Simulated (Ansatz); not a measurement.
Band structure of Nb₃Sn (Pm-3n, 8 atoms in the cell).

```
Nb3Sn
1.0
    5.24416     0.00000     0.00000
    0.00000     5.24416     0.00000
    0.00000     0.00000     5.24416
Nb Sn
6 2
Direct
  0.25000   0.00000   0.50000
  0.75000   0.00000   0.50000
  0.50000   0.75000   0.00000
  0.50000   0.25000   0.00000
  0.00000   0.50000   0.75000
  0.00000   0.50000   0.25000
  0.00000   0.00000   0.00000
  0.50000   0.50000   0.50000
```

Level of theory: LDA (PW92) with spin-orbit coupling, default PAW files made with PBE (plane waves; Ansatz, an electronic-structure program).

Settings: basis.ecutwfc = 420 eV; kpoints.mp_grid.grid = 4 4 4; kpoints.mp_grid.shift = 0.5 0.5 0.5; hamiltonian.xc = lda; hamiltonian.pseudopotentials = {kind: paw} (the program's default PAW files); magnetization.noncollinear = true; magnetization.spin_orbit = true; scf.occupations.method = cold; scf.occupations.width = 0.2 eV; kpoints.band_path.npoints = 10.

The starting cell comes from a database of computed structures (which also holds hypothetical and non-ambient phases and stackings), without a prior relaxation at this level. Its lattice was rescaled by a random factor within 2.5 % of one.

Levels in eV from the Fermi level, bands 103 to 110:
```
point    103    104    105    106    107    108   109   110
-----  -----  -----  -----  -----  -----  -----  ----  ----
Γ      -0.53  -0.53  -0.05  -0.05  -0.05  -0.05  2.39  2.39
X      -0.86  -0.86  -0.34  -0.34  -0.34  -0.34  1.60  1.60
M       0.19   0.19   0.26   0.26   0.57   0.57  0.65  0.65
R       0.04   0.04   0.15   0.15   0.15   0.15  0.21  0.21
```

Bands cross the Fermi level along this path, so the cell is metallic at this level.

The net moment of the cell came out as 0.00 μB.

Keys are those of Ansatz 0.2.
